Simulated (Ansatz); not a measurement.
Fluorite NiSi2, treated with PBE in Ansatz (PAW).

Settings: plane-wave cutoff 520 eV, 18×18×18 k mesh, Fermi–Dirac smearing 0.05 eV, no spin polarisation, scalar-relativistic PAW data made under PBE.

Energies at three volumes about the minimum:

```csv
V (Å³/atom),E − E_lowest (meV/atom)
13.186,2.56
13.455,0.00
13.724,2.38
```

Problem. Fit a parabola by hand: where is the minimum, what lattice constant follows, and what is the bulk modulus?

Solution. Slopes: (0.00 − 2.56)/(13.455 − 13.186) = -9.517 and (2.38 − 0.00)/(13.724 − 13.455) = 8.848 meV/Å³. Curvature E″ = 2 × (8.848 − (-9.517))/(13.724 − 13.186) = 68.271 meV/Å⁶. From the middle of the first interval, the slope vanishes at V0 = 13.3205 − (-9.517)/68.271 = 13.460 Å³/atom. B = V0 E″ = 13.460 × 68.271 meV/Å³ × 0.1602 GPa per meV/Å³ = 147 GPa. With 12 atoms in the cube, a = (12 × 13.460)^(1/3) = 5.446 Å. The full Birch–Murnaghan fit to all volumes gives V0 = 13.455 Å³/atom and B0 = 146 GPa.

Measured, for comparison: lattice constant a 5.406 Å (temperature not stated, not corrected to a static lattice; as tabulated in Wikipedia's data pages).

Ansatz is a program for electronic structure.
